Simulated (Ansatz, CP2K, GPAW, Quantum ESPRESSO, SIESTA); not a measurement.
**Zn3In (P1, 8 atoms in the cell) computed with different codes at matched settings**

Self-consistent single point, at a second geometry (atoms moved at random). First geometry:

```xyz
8
Lattice="2.5660 -6.5135 0.0000 2.5660 6.5135 0.0000 0.0000 0.0000 4.5318" Properties=species:S:1:pos:R:3 pbc="T T T"
Zn     2.5660    -5.0102     1.1330
Zn     2.5660     5.0102     3.3989
Zn     1.3175    -0.9406     1.1330
Zn     3.8145     0.9406     3.3989
Zn     1.3175     0.9406     3.3989
Zn     3.8145    -0.9406     1.1330
In     2.5660    -2.6747     3.3989
In     2.5660     2.6747     1.1330
```

Second geometry:
```xyz
8
Lattice="2.5660 -6.5135 0.0000 2.5660 6.5135 0.0000 0.0000 0.0000 4.5318" Properties=species:S:1:pos:R:3 pbc="T T T"
Zn     2.5673    -4.9780     1.1567
Zn     2.5111     5.0308     3.3787
Zn     1.2955    -1.0177     1.0876
Zn     3.8720     0.9322     3.4596
Zn     1.3454     0.9332     3.4091
Zn     3.8185    -1.0076     1.1252
In     2.5457    -2.5770     3.3761
In     2.5725     2.6841     1.1345
```

Shared settings, as Ansatz (a program for electronic structure) writes them: kpoints.mp_grid.grid = 3 3 4; scf.occupations.method = fermi_dirac; scf.occupations.width = 0.05 eV. Potentials and cutoffs stand in the table.

```
code                                                                                                                                 model  ΔF from the first geometry (meV/atom)  pressure (GPa)  largest force (eV/Å)       cutoff
----------------  ------------------------------------------------------------------------------------------------------------------------  -------------------------------------  --------------  --------------------  -----------
Quantum ESPRESSO                                                                            LDA (PZ), PSlibrary PAW (LDA) pseudopotentials                                    2.7           -8.26                 0.260        50 Ry
SIESTA            LDA PW92, numerical atomic orbitals TZP, PseudoDojo LDA standard norm-conserving potentials (rewritten from UPF to PSML)                                    5.9           -9.27                 0.307  grid 300 Ry
GPAW                                                                         LDA (Perdew-Wang 92), GPAW PAW datasets LDA (gpaw-data 1.0.1)                                    2.3           -6.66                 0.268       850 eV
Ansatz                                                                                                 LDA (PW92), PAW files made with PBE                                    2.6           -6.43                 0.257      default
CP2K                                                  LDA (Pade form), GPW, DZVP-MOLOPT-SR-GTH basis, GTH-PADE potentials (GTH_POTENTIALS)                                    2.5           -5.96                 0.257  grid 600 Ry
```

Size of the force on each atom (eV/Å): Sizes of forces hide their directions.

| code | Zn1 | Zn2 | Zn3 | Zn4 | Zn5 | Zn6 | In7 | In8 |
|---|---|---|---|---|---|---|---|---|
| Quantum ESPRESSO | 0.197 | 0.247 | 0.149 | 0.133 | 0.023 | 0.156 | 0.104 | 0.260 |
| SIESTA | 0.215 | 0.270 | 0.289 | 0.208 | 0.068 | 0.307 | 0.178 | 0.294 |
| GPAW | 0.185 | 0.235 | 0.135 | 0.135 | 0.024 | 0.143 | 0.095 | 0.268 |
| Ansatz | 0.190 | 0.240 | 0.145 | 0.136 | 0.024 | 0.152 | 0.103 | 0.257 |
| CP2K | 0.190 | 0.244 | 0.140 | 0.142 | 0.023 | 0.148 | 0.111 | 0.257 |

The spread over the programs that give each value: ΔF from the first geometry within 3.6 meV/atom; pressure within 3.31 GPa; largest force within 0.050 eV/Å.

SIESTA and CP2K use small atom-centred bases, whose incompleteness enters pressures, forces and empty levels differently from a plane-wave cutoff. Ansatz's pressure is given at a fixed set of plane waves, as the other plane-wave codes print theirs; with its correction for the finite basis it is -6.39 GPa. The same LDA comes in different parametrisations, which differ slightly. In the pressure, Quantum ESPRESSO (by 1.59) and SIESTA (by 2.61) lie more than 1 GPa from the median of the plane-wave programs. In the force vectors, SIESTA (by 0.156) lies more than 0.08 eV/Å from the median of the plane-wave programs.

The shared mesh is coarse (it stands for a supercell whose shortest vector is 15 Å), so the values are not converged in it.

The starting cell comes from a database of computed structures (which also holds hypothetical and non-ambient phases and stackings), without a prior relaxation at this level. For this run, on top of that: atoms moved at random.

Left out of this page: FLEUR (with a known weakness of the program).

Keys are those of Ansatz 0.2.
